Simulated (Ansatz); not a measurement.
We consider WIr (model structure, started from the CuAu type, P4/mmm, No. 123, 2 atoms in the cell), described by PBEsol (PAW; Ansatz, a program for electronic structure).

Output (set-up and result lines):

```
Relaxation: its limit of steps is 80 (relax.max_steps)
Crystal: 2 atoms, lattice volume = 30.019 Å³
Basis set: ecut = 520 eV, 807 PW (Γ), exchange–correlation on 48×48×60 points (8 copies of the dense FFT grid, shifted against one another)
Bands: 20, of which v1, the nominal top of the filled ones, is band 16 counted from 1 (15 counted from 0)
Symmetry: 16 space group operations
Space group: P4/mmm (ITA 123), of the structure as read, at distance tolerance 3.1e-5 Å
k-points: 594 of 6400
Functional: x = pbesol(κ = 0.804, μ = 0.12345679012345678), c = pbesol(β = 0.046)
SCF iter   1: F=—  HF=-22056.194836 eV  |F-HF|=—  |Δ(HF+E_count)|=         —  Δρ=6.35e-3  dr2=4.96e-3
SCF iter   2: F=—  HF=-22056.195788 eV  |F-HF|=—  |Δ(HF+E_count)|=   9.53e-4  Δρ=3.62e-3  dr2=1.80e-3
  ...
SCF 1 converged in 6 iterations: F = -22056.195613 eV  dr2 = 2.67e-9
Crystal: 2 atoms, lattice volume = 30.019 Å³
Initial density: handed on by an earlier stage of this run
SCF 2 converged in 6 iterations: F = -22056.195611 eV  dr2 = 9.33e-14
Crystal: 2 atoms, lattice volume = 30.019 Å³
SCF 3 converged in 9 iterations: F = -22056.195613 eV  dr2 = 1.01e-17
Crystal: 2 atoms, lattice volume = 30.019 Å³
SCF iter   7: F=-22056.195613 eV  HF=-22056.195613 eV  |F-HF|=7.28e-12  |Δ(HF+E_count)|=    0.00e0  Δρ=9.99e-9  dr2=1.87e-14
SCF iter   8: F=-22056.195613 eV  HF=-22056.195613 eV  |F-HF|=3.64e-12  |Δ(HF+E_count)|=  3.64e-12  Δρ=3.11e-9  dr2=1.91e-15
SCF 4 converged in 8 iterations: F = -22056.195613 eV  dr2 = 1.91e-15
SCF converged after 8 iterations
Free energy (F): -22056.195613 eV
Internal energy: -22056.189620 eV  (E = F + TS)
E sigma→0 (E₀):  -22056.192617 eV
Fermi energy:    23.710347 eV
--- Stress (GPa, compression-positive) ---
       -6.886231       0.000000       0.000000
        0.000000      -6.886231       0.000000
        0.000000       0.000000      -6.886299
  P = ⅓ Tr σ = -6.8863 GPa (-68.863 kbar)
```

### Question
Write an input file that could have produced this run (the log leaves some choices open).

### Answer
This is not unique; one that fits is 
Ansatz 0.2 input:
```yaml
crystal:
  lattice:
    - [2.7672769559, 0.0, 0.0]
    - [0.0, 2.7672769559, 0.0]
    - [0.0, 0.0, 3.9200709561]
  atoms:
    - { symbol: W, position: [0.5, 0.5, 0.5] }
    - { symbol: Ir, position: [0.0, 0.0, 0.0] }
basis:
  ecutwfc: 520
  ecutrho_ratio: 4
  xc_grid: 2
kpoints:
  mp_grid: { grid: [20, 20, 16] }
hamiltonian:
  xc: pbesol
  dispersion: none
  pseudopotentials: { kind: paw }
scf:
  occupations: { method: fermi_dirac, width: 0.05 }
output:
  forces: true
  stress: true
  eigenvalues: true
relax:
  f_tol: 0.004
  escape_saddle: false
  max_steps: 80
  cell: { stress_tol: 0.02, fix: [volume] }
```

The cell is one volume of an energy–volume scan, off the minimum.

The PAW data were made under PBE.

Note: the run has no spin polarisation, so it can have missed a magnetic state. Note: the relaxation could raise the start's symmetry but not lower it, so the cell can be a saddle point.

Computing time: very roughly 120 core-seconds.

A model structure was made by putting elements into a prototype or built by hand; it is no filed structure, need not be a known phase, and can be a saddle point held by its symmetry.
